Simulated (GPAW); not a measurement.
# GPAW run on ZrHg3 (Pm-3m, 4 atoms in the cell): self-consistent single point

Computed with LDA (Perdew-Wang 92), GPAW PAW datasets LDA (gpaw-data 1.0.1) (plane waves; GPAW 25.7.0).

The input file:

```python
from ase import Atoms
from ase.units import GPa
from gpaw import GPAW

atoms = Atoms(['Zr', 'Hg', 'Hg', 'Hg'],
              cell=[[4.417740, 0.000000, 0.000000],
                    [0.000000, 4.417740, 0.000000],
                    [0.000000, 0.000000, 4.417740]],
              scaled_positions=[[0.000000, 0.000000, 0.000000],
                                [0.500000, 0.500000, 0.000000],
                                [0.000000, 0.500000, 0.500000],
                                [0.500000, 0.000000, 0.500000]],
              pbc=True)

calc = GPAW(mode={'name': 'pw', 'ecut': 550},
            xc='LDA',
            kpts={'size': (8, 8, 8), 'gamma': True},
            occupations={'name': 'methfessel-paxton', 'width': 0.1, 'order': 0},
            nbands=-8,
            convergence={'density': 1e-05, 'energy': 1e-05},
            symmetry={'symmorphic': False, 'tolerance': 0.0005},
            maxiter=120,
            txt='-')

atoms.calc = calc

energy = atoms.get_potential_energy()
print('Energy (eV):', round(energy, 6))
forces = atoms.get_forces()
print('Forces (eV/Ang):')
print(forces.round(5))
stress = atoms.get_stress()
print('Stress (GPa, Voigt):', (stress / GPa).round(4))
```

Output (repeated stretches shortened):

```
Input parameters:
  convergence: {density: 1e-05,
                energy: 1e-05}
  kpts: {gamma: True,
         size: (8, 8, 8)}
  maxiter: 120
  mode: {ecut: 550,
         name: pw}
  nbands: -8
  occupations: {name: methfessel-paxton,
                order: 0,
                width: 0.1}
  symmetry: {symmorphic: False,
             tolerance: 0.0005}

species:
  Zr:
    name: Zirconium
    Z: 40.0
    valence: 12
    core: 28
    charge: 0.0
    file: Zr.LDA.gz

    # Using partial waves for Zr as LCAO basis

  Hg:
    name: Mercury
    Z: 80.0
    valence: 18
    core: 62
    charge: 0.0
    file: Hg.LDA.gz

    # Using partial waves for Hg as LCAO basis

Reference energy: -1696381.445934  # eV

Spin-paired calculation

Convergence criteria:
 Maximum [total energy] change in last 3 cyles: 1e-05 eV / valence electron
 Maximum integral of absolute [dens]ity change: 1e-05 electrons / valence electron
 Maximum integral of absolute [eigenst]ate change: 4e-08 eV^2 / valence electron
 Maximum number of scf [iter]ations: 120

Symmetries present (total): 48
Symmetries with fractional translations: 0
512 k-points: 8 x 8 x 8 Monkhorst-Pack grid + [1/16,1/16,1/16]
35 k-points in the irreducible part of the Brillouin zone
       k-points in crystal coordinates                weights
   0:     0.00000000    0.00000000    0.00000000          1/512
   1:     0.12500000    0.00000000    0.00000000          6/512
   2:     0.12500000    0.12500000    0.00000000         12/512
   [... 7 lines left out ...]
          ...
  34:     0.50000000    0.50000000    0.50000000          1/512

Wave functions: Plane wave expansion
  Cutoff energy: 550.000 eV
  Number of coefficients (min, max): 2491, 2560
  Pulay-stress correction: 0.000000 eV/Ang^3 (de/decut=0.000000)

Occupation numbers: Methfessel-Paxton:
  width: 0.1000  # eV
  order: 0

Eigensolver

Densities:
  Coarse grid: 24*24*24 grid
  Fine grid: 48*48*48 grid
  Total Charge: 0.000000

Density mixing:
  Method: separate
  Backend: pulay
  Linear mixing parameter: 0.05
  old densities: 5
  Damping of long wavelength oscillations: 50

Hamiltonian:
  XC and Coulomb potentials evaluated on a 48*48*48 grid
  External potential:
    NoExternalPotential

Number of atoms: 4
Number of atomic orbitals: 49
Number of bands in calculation: 41
Number of valence electrons: 66
Bands to converge: occupied

Density initialized from atomic densities
  41 bands from LCAO basis set

Atomic positions and initial magnetic moments

Positions:
   0 Zr     0.000000    0.000000    0.000000    ( 0.0000,  0.0000,  0.0000)
   1 Hg     2.208870    2.208870    0.000000    ( 0.0000,  0.0000,  0.0000)
   2 Hg     0.000000    2.208870    2.208870    ( 0.0000,  0.0000,  0.0000)
   3 Hg     2.208870    0.000000    2.208870    ( 0.0000,  0.0000,  0.0000)

Unit cell:
           periodic     x           y           z      points  spacing
  1. axis:    yes    4.417740    0.000000    0.000000    24     0.1841
  2. axis:    yes    0.000000    4.417740    0.000000    24     0.1841
  3. axis:    yes    0.000000    0.000000    4.417740    24     0.1841

  Lengths:   4.417740   4.417740   4.417740
  Angles:   90.000000  90.000000  90.000000

Effective grid spacing dv^(1/3) = 0.1841

     iter     time        total  log10-change:
                         energy   eigst   dens
iter:   1 --:--:--   -14.930610
iter:   2 --:--:--   -14.760607   -0.88  -1.46
iter:   3 --:--:--   -14.298749   -1.14  -1.50
iter:   4 --:--:--   -14.267703   -2.34  -1.78
iter:   5 --:--:--   -14.301878   -1.93  -1.88
iter:   6 --:--:--   -14.345858   -2.53  -2.15
iter:   7 --:--:--   -14.230008   -2.45  -2.20
iter:   8 --:--:--   -14.225723   -3.33  -2.56
iter:   9 --:--:--   -14.225849   -3.42  -2.80
iter:  10 --:--:--   -14.225719c  -3.33  -2.66
iter:  11 --:--:--   -14.224550   -4.38  -2.88
iter:  12 --:--:--   -14.224678   -5.39  -3.35
iter:  13 --:--:--   -14.224672c  -6.28  -3.53
iter:  14 --:--:--   -14.224620c  -6.33  -3.61
iter:  15 --:--:--   -14.224526c  -5.78  -3.76
iter:  16 --:--:--   -14.224521c  -6.20  -3.98
iter:  17 --:--:--   -14.224520c  -6.80  -4.03
iter:  18 --:--:--   -14.224507c  -6.39  -4.07
iter:  19 --:--:--   -14.224508c  -7.46c -4.49
iter:  20 --:--:--   -14.224509c  -7.52c -4.54
iter:  21 --:--:--   -14.224508c  -7.79c -4.72
iter:  22 --:--:--   -14.224508c  -8.75c -4.97
iter:  23 --:--:--   -14.224507c  -8.67c -5.00
iter:  24 --:--:--   -14.224507c  -8.54c -5.22c

Converged after 24 iterations.

Dipole moment: (-0.000000, -0.000000, -0.000000) |e|*Ang

Energy contributions relative to reference atoms: (reference = -1696381.445934)

Kinetic:        +42.172416
Potential:      -30.226065
External:        +0.000000
XC:             -20.082464
Entropy (-ST):   -0.022287
Local:           -6.077251
SIC:             +0.000000
--------------------------
Free energy:    -14.235651
Extrapolated:   -14.224507

Showing only first 2 kpts
 Kpt  Band  Eigenvalues  Occupancy
  0    31      8.57768    0.21486
  0    32      8.57768    0.21486
  0    33      8.57768    0.21486
  0    34     10.56091    0.00000

  1    31      8.52473    0.62314
  1    32      8.52473    0.62314
  1    33      9.17381    0.00000
  1    34     10.54134    0.00000

Fermi level: 8.48998

No gap
No difference between direct/indirect transitions
Energy (eV): -14.224507

Forces in eV/Ang:
  0 Zr    0.00000    0.00000    0.00000
  1 Hg    0.00000    0.00000    0.00000
  2 Hg    0.00000    0.00000    0.00000
  3 Hg    0.00000    0.00000    0.00000

Stress tensor:
     0.038411     0.000000     0.000000
     0.000000     0.038411     0.000000
     0.000000     0.000000     0.038411
Stress (GPa, Voigt): [6.1542 6.1542 6.1542 0.     0.     0.    ]
```

The run converged in 24 iterations. GPAW prints stress with tension positive.

The starting cell comes from a database of computed structures (which also holds hypothetical and non-ambient phases and stackings), without a prior relaxation at this level. Spin-orbit coupling is off. With a pressure of about -6 GPa the cell is away from its equilibrium volume at this level.

Cost on one core of a shared machine: roughly 2 min.
